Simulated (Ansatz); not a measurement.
## What B → Pt does to BAs

Base system: BAs in the zinc blende structure (space group F-43m, No. 216; a = 4.784 Å).

Now apply this change: full substitution B → Pt; the structure is relaxed again.

The values are results of Ansatz (an electronic-structure program) r2SCAN, without spin-orbit coupling, not measurements. Γ-centred 14×14×14 mesh, Fermi–Dirac width 0.05 eV, for the changed cell.

The volume per atom increases by 7.88 Å³ (13.69 Å³ → 21.57 Å³) and the density increases by 5.19 g/cm³ (5.20 g/cm³ → 10.39 g/cm³). The lattice parameter a goes up by 0.783 Å, from 4.784 Å to 5.567 Å and the space group stays F-43m (No. 216). The shortest interatomic distance grows by 0.3392 Å, from 2.071 Å to 2.411 Å and the band gap becomes zero (base: 1.38 eV).

Final structure:

```xyz
2
Lattice="0.0000 2.7836 2.7836 2.7836 0.0000 2.7836 2.7836 2.7836 0.0000" Properties=species:S:1:pos:R:3 pbc="T T T"
As     4.1755     4.1755     4.1755
Pt     0.0000     0.0000     0.0000
```

Stability against distortions was not tested. As relaxed here, PtAs is a hypothetical phase, not in the database extracts checked. All final runs are without spin polarisation. An odd electron count without spin: PtAs.
